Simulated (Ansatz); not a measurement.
**ZnGaNO (model structure, started from the AlSiCN type, P3m1, No. 156, 4 atoms in the cell)**

These are r²SCAN (Ansatz, an electronic-structure program, plane waves, PAW) values and carry that method's errors.

Run with plane-wave cutoff 560 eV, 12×12×6 k mesh (along the axes of the cell as run), Fermi–Dirac smearing 0.01 eV, scalar-relativistic PAW data made under PBE.

Cell (relaxed at this level):

```
GaZnNO
1.0
    3.19718     0.00000     0.00000
   -1.59859     2.76884     0.00000
    0.00000     0.00000     5.22192
Ga Zn O N
1 1 1 1
Direct
  0.33333   0.66667   0.50703
  0.66667   0.33333   0.99170
  0.33333   0.66667   0.13914
  0.66667   0.33333   0.61212
```

```json
{
 "band_gap": "1.73 eV (on the SCF k mesh)",
 "bulk_modulus": "174 GPa"
}
```

Note: the bulk modulus is −V dP/dV from two relaxed cells at ±2 % in volume; the relaxation could raise the start's symmetry but not lower it, so the cell can be a saddle point.

Spin–orbit coupling is not included.

Computed values are for the static lattice.

A model structure was made by putting elements into a prototype or built by hand; it is no filed structure, need not be a known phase, and can be a saddle point held by its symmetry.
